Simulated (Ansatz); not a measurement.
**Several settings converged on a (110) slab of ZnPt (cut from a parent of space group no. 123; 10 atoms in the cell)**

```xyz
10
Lattice="3.4841 0.0000 0.0000 0.0000 4.0196 0.0000 0.0000 0.0000 22.0392" Properties=species:S:1:pos:R:3 pbc="T T T"
Zn     1.7420     1.0049     7.0000
Pt     0.0000     3.0147     7.0000
Zn     1.7420     3.0147     9.0098
Pt     0.0000     1.0049     9.0098
Zn     1.7420     1.0049    11.0196
Pt     0.0000     3.0147    11.0196
Zn     1.7420     3.0147    13.0294
Pt     0.0000     1.0049    13.0294
Zn     1.7420     1.0049    15.0392
Pt     0.0000     3.0147    15.0392
```

Base method: PBEsol, default PAW files made with PBE (plane waves; Ansatz, a quantum-chemistry and plane-wave program).

Base settings: basis.ecutwfc = 420 eV; kpoints.mp_grid.grid = 5 4 1; hamiltonian.xc = pbesol; hamiltonian.pseudopotentials = {kind: paw} (the program's default PAW files); scf.occupations.method = fermi_dirac; scf.occupations.width = 0.1 eV.

The count of work is k-points × plane waves × bands × iterations; it is no time. 

**The vacuum**

The mesh stays at the base's, so the ladder's end is converged at best in this setting alone.

Only quantities that move along the ladder and can be compared are tabulated.

```csv
vacuum between outermost atoms (Å),free energy less the last step's (meV/atom),largest difference of a force vector from the last step's (eV/Å),count of work / last
3.0,-136.70,1.393,0.32
4.0,-31.40,0.511,0.31
5.0,-3.85,0.059,0.38
6.0,-0.09,0.010,0.37
7.0,0.09,0.004,0.40
8.0,0.04,0.001,0.42
10.0,0.00,0.000,0.47
12.0,0.00,0.000,0.53
14.0,0.00,0.000,0.58
17.0,-0.01,0.000,0.66
20.0,0.00,0.000,0.74
25.0,0.00,0.000,0.87
30.0,0.00,0.000,1.0
```

Smallest vacuum between outermost atoms (Å) that holds the forces within 0.005 eV/Å of the last step, with all finer ones: 7.0, at 0.40 of the last step's count of work; the step before is off by 0.010 eV/Å.

Smallest vacuum between outermost atoms (Å) that holds the free energy within 5 meV/atom of the last step, with all finer ones: 5.0, at 0.38 of the last step's count of work; the step before is off by 31 meV/atom.

**The plane-wave cutoff**

The mesh stays at the base's, so the ladder's end is converged at best in this setting alone.

Only quantities that move along the ladder and can be compared are tabulated.

```tsv
basis.ecutwfc	free energy less the last step's (meV/atom)	largest difference of a force vector from the last step's (eV/Å)	count of work / last
210 eV	6147.77	0.327	0.13
250 eV	1374.17	0.275	0.16
295 eV	170.36	0.077	0.21
355 eV	7.25	0.002	0.28
420 eV	2.06	0.001	0.35
505 eV	0.37	0.000	0.46
630 eV	0.10	0.000	0.65
840 eV	0.00	0.000	1.0
```

Coarsest basis.ecutwfc that holds the free energy within 0.5 meV/atom of the last step, with all finer ones: 505 eV; the step before is off by 2.1 meV/atom.

Coarsest basis.ecutwfc that holds the forces within 0.02 eV/Å of the last step, with all finer ones: 355 eV, at 0.28 of the last step's count of work; the step before is off by 0.077 eV/Å.

On the base run: the starting cell comes from a database of computed structures (which also holds hypothetical and non-ambient phases and stackings), without a prior relaxation at this level. The slab is cut from that crystal, and its faces are unrelaxed. Its lattice was rescaled by up to half a per cent. Spin polarisation is off. Without a gap this mesh is coarse (it stands for a supercell whose shortest in-plane vector is 16 Å).

Left out of this page: 1 run of the series outside the window shown, repeating another row's setting, or not comparable.

Keys are those of Ansatz 0.2.
